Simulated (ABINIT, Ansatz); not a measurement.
An ABINIT input for a self-consistent single point of CoSi₂ (Fm-3m, 3 atoms in the cell) (DFT, PBE, plane waves, norm-conserving pseudopotentials (PseudoDojo nc-sr-05 PBE standard)):

```
# CoSi2, PseudoDojo nc-sr-05 PBE standard
pp_dirpath "./"
pseudos "Co.upf, Si.upf"
acell 3*1.0
rprim
         0.0000000000    5.0644660140    5.0644660140
         5.0644660140    0.0000000000    5.0644660140
         5.0644660140    5.0644660140    0.0000000000
natom 3
ntypat 2
znucl 27 14
typat 1 2 2
xred
         0.0000000000    0.0000000000    0.0000000000
         0.2500000000    0.2500000000    0.2500000000
         0.7500000000    0.7500000000    0.7500000000
ecut 1306 eV
ixc 11
occopt 7
tsmear 0.00999582
nband 18
kptopt 1
ngkpt 14 14 14
nshiftk 1
shiftk 0 0 0
nstep 50
tolvrs 1.0e-12
prtwf 0
prtden 0
```

**Question.** Translate this input to Ansatz (a program for electronic structure).

**Answer.** This is the input that was run; spellings and numerical settings could be chosen otherwise.

Ansatz 0.2 input:
```yaml
# CoSi2
crystal:
  lattice:
    - [0.000000, 2.680000, 2.680000]
    - [2.680000, 0.000000, 2.680000]
    - [2.680000, 2.680000, 0.000000]
  atoms:
    - { symbol: Co, position: [0.000000, 0.000000, 0.000000] }
    - { symbol: Si, position: [0.250000, 0.250000, 0.250000] }
    - { symbol: Si, position: [0.750000, 0.750000, 0.750000] }
basis:
  ecutwfc: 420.0
kpoints:
  mp_grid: { grid: [14, 14, 14] }
hamiltonian:
  xc: pbe
  pseudopotentials: { kind: paw }
scf:
  occupations: { method: gaussian, width: 0.272 }
output:
  forces: true
  eigenvalues: true
  stress: true
```

Basis, cutoffs, solver keys and any potentials are the target program's own. This input uses DFT, PBE, plane waves, default PAW files. Both were run: pressure 0.14 GPa in ABINIT and 0.00 in Ansatz. Ansatz's pressure is the one without its finite-basis correction.

On Ansatz: the starting cell has typed, rounded lattice constants, without a prior relaxation at this level. Spin polarisation is off.

On ABINIT: the starting cell has typed, rounded lattice constants, without a prior relaxation at this level. Spin polarisation is off.
